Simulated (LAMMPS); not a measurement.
An MD run on Pt (fcc), 4000 atoms, at 1840 K and 0 GPa, heated as the crystal.

Computed with classical MD, pair style eam, the elements' _u3.eam files (universal-3 set of Foiles, Baskes and Daw) (LAMMPS).

Starting crystal:

```
Pt
1.0
    3.92000     0.00000     0.00000
    0.00000     3.92000     0.00000
    0.00000     0.00000     3.92000
Pt
4
Direct
  0.00000   0.00000   0.00000
  0.00000   0.50000   0.50000
  0.50000   0.00000   0.50000
  0.50000   0.50000   0.00000
```

Give the first peak of g(r), the enthalpy per atom, the coordination number as this potential yields it.

first peak of g(r): 2.73 Å, height 2.8; enthalpy per atom: -5.2215 ± 0.0006 eV; coordination number: 13.0 (counted to 3.66 Å).

Caution: this crystal lies over the melting point of about 1540 K that EAM-type universal-3 set of Foiles, Baskes and Daw gives, so it is superheated.
